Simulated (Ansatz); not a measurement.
Consider NaCl in the rock salt structure (space group Fm-3m, No. 225; a = 5.696 Å).

Level of theory: PBE (Ansatz, a quantum-chemistry and plane-wave program), no spin-orbit coupling.

One change was made to it. Results:

| quantity | base | after |
|---|---|---|
| shortest interatomic distance | 2.848 Å | 2.822 Å |
| band gap | 5.00 eV | 5.10 eV |

**Question.** Which of these changes matches the shifts?
A. pressure −1 GPa
B. pressure 0.3 GPa
C. pressure 0.7 GPa

**Answer.** C, pressure 0.7 GPa. For comparison, the band gap in the other runs: pressure −1 GPa gives 4.83 eV; pressure 0.3 GPa gives 5.04 eV.

Load acts through the strain it causes; cell and atoms are relaxed under it. Stability against distortions was not tested.
